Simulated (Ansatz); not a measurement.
The parent structure is Sc in the hcp (Mg type) structure (space group P6_3/mmc, No. 194; relaxed with 0.1 eV smearing).

```yaml
crystal:
  lattice:
    - [3.31794, 0.00000, 0.00000]
    - [-1.65897, 2.87342, 0.00000]
    - [0.00000, 0.00000, 5.18600]
  atoms:
    - { symbol: Sc, position: [0.66667, 0.33333, 0.75000] }
    - { symbol: Sc, position: [0.33333, 0.66667, 0.25000] }
```

Cartesian axes are those of the cell as printed.

Level of theory: PBE (Ansatz, a first-principles code), without spin-orbit coupling.

One thing is altered: uniaxial strain ε_zz = −1.50 %, all other strain components held at zero; the atoms relax in the strained cell.

**Question.** Predict the stress tensor and what it implies for the stiffness.

**Answer.** Stress of the strained cell less that of the base (GPa, compression positive):
```
    0.4     0.0     0.0
    0.0     0.4     0.0
    0.0     0.0     1.5
```

Then −Δσ_ii/ε with ε = -0.0150 gives secant stiffness values (nonlinear terms included at this strain): C33 ≈ 102 GPa, C13 ≈ 29 GPa and C23 ≈ 29 GPa.

Whether these cells are dynamically stable was not tested. The final runs are not spin-polarised.
